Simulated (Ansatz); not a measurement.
Start from Be₅Au (space group F-43m, No. 216).

```xyz
6
Lattice="0.0000 3.0362 3.0362 3.0362 0.0000 3.0362 3.0362 3.0362 0.0000" Properties=species:S:1:pos:R:3 pbc="T T T"
Be     2.2787     3.7937     3.7937
Be     2.2787     2.2787     2.2787
Be     3.7937     3.7937     2.2787
Be     3.7937     2.2787     3.7937
Be     4.5544     4.5544     4.5544
Au     0.0000     0.0000     0.0000
```

Levels (all Ansatz, a program for electronic structure, PAW): PBEsol (420 eV, no spin-orbit coupling); PBEsol+SOC (420 eV, noncollinear with spin-orbit coupling).

The geometry is relaxed with PBEsol.

| Item | Result |
|---|---|
| PBEsol pressure | 0.0 GPa |

### Question
What does PBEsol+SOC give at this geometry for the pressure?

### Answer
The pressure goes from zero to -0.5 GPa.

Single points use the geometry relaxed with PBEsol. Differences between runs with and without spin-orbit coupling are approximate. Stability against distortions was not tested.
